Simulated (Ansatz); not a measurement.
For LiMg (C2/m), PBEsol, DFPT electron-phonon coupling, linearised Boltzmann equation in Ansatz (a quantum-chemistry and plane-wave program) gives a transport coupling λ_tr = 0.290 and a Drude plasma energy ħω_p = 6.93 eV along y (a = (5.46, -1.69, -0.04) Å; b = (5.46, 1.69, -0.04) Å; c = (-2.23, 0.00, 4.36) Å).

Q: Estimate the resistivity at 300 K from the high-temperature formula ρ = 2π λ_tr k_B T / (ħ ε₀ ω_p²), and say how the full Boltzmann solution compares.

A: The scattering rate is 1/τ = 2π λ_tr k_B T/ħ = 7.16e13 s⁻¹ and ω_p = 1.05e16 s⁻¹, so ρ ≈ 7.29 μΩ·cm. The Boltzmann solution gives 6.67 μΩ·cm, 0.91 times the estimate.

A metal at this level (no band gap). Only scattering by harmonic phonons is included (no impurities, grain boundaries, electron-electron scattering or thermal expansion). Spin-orbit coupling is left out. Halving the electron mesh (28x28x20) moves the resistivity by up to 9 % at 300 K, the coupling by up to 4 %. Smearing 0.20 eV; phonons on a 4x4x3 q mesh, which this run doesn't test.

Computed structure with no diffraction record at hand here (it may be known, metastable or hypothetical): LiMg (C2/m).
